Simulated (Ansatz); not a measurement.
Ansatz (a quantum-chemistry and plane-wave program), DFT, PBE, plane waves, its default PAW files: cubic perovskite SrTiO3, atoms displaced (Sr8Ti8O24), 40 atoms. Basis and mesh were picked for this test and aren't claimed converged.

Ansatz 0.2 input:
```yaml
crystal:
  lattice:
    - [7.81, 0.0, 0.0]
    - [0.0, 7.81, 0.0]
    - [0.0, 0.0, 7.81]
  atoms:
    - { symbol: Sr, position: [0.004247, 0.994265, 0.998734] }
    - { symbol: Sr, position: [0.997705, 0.000429, 0.498157] }
    - { symbol: Sr, position: [0.001097, 0.501266, 0.999959] }
    - { symbol: Sr, position: [0.004592, 0.493901, 0.492765] }
    - { symbol: Sr, position: [0.495845, 0.007176, 0.009934] }
    - { symbol: Sr, position: [0.500989, 0.000835, 0.501658] }
    - { symbol: Sr, position: [0.494618, 0.499164, 0.995808] }
... (30 lines of coordinates left out) ...
    - { symbol: O, position: [0.750065, 0.748698, 0.506021] }
    - { symbol: O, position: [0.501197, 0.74696, 0.745736] }
    - { symbol: O, position: [0.75373, 0.496055, 0.748697] }
kpoints:
  mp_grid: { grid: [2, 2, 2] }
hamiltonian:
  xc: pbe
  pseudopotentials: { kind: paw }
scf:
  occupations: { method: fixed }
output:
  forces: true
```

The program reports k-points after symmetry: 8, bands at the start: 200, electrons: 320, plane waves at Γ: 9315, cutoff (eV): 420, FFT grid: 54×54×54, symmetry operations: 1.

It runs on a single node (Arm Neoverse V2, 96 cores on 1 socket, no SMT, 1 L3 cache group).

Times are wall-clock medians of two to five runs, from launch to exit, with nothing else on the machine. Processes are pinned to neighbouring cores unless said otherwise. The build: release build for Arm (Neoverse V2), one process with threads; another build can shift the numbers. Scratch files lie in a memory file system.

Started as
```bash
OMP_NUM_THREADS=16 ANSATZ_TIMINGS=1 ansatz run --backend cpu --threads 16 --max-ram 200GiB --events-out run.ndjson --runs-dir run.runs --progress --plain run.yaml
```
(16 threads, scf.algorithm = auto (default)) it takes 3.0 s and 24645 applications of H to a band.

**Question.** What happens to the run time with scf.algorithm = direct_min?

**Answer.** About 33 s (2 runs within 1 %): 11× as long. What the program resolved moves too: band solver from band_cg to davidson, residual threshold (eV) from 4.7638e-07 to 1e-07. Applications of H to a band go from 24645 to 87988. Change in the result: energy under 0.001 meV/atom, forces (largest component) 0.21 meV/Å.
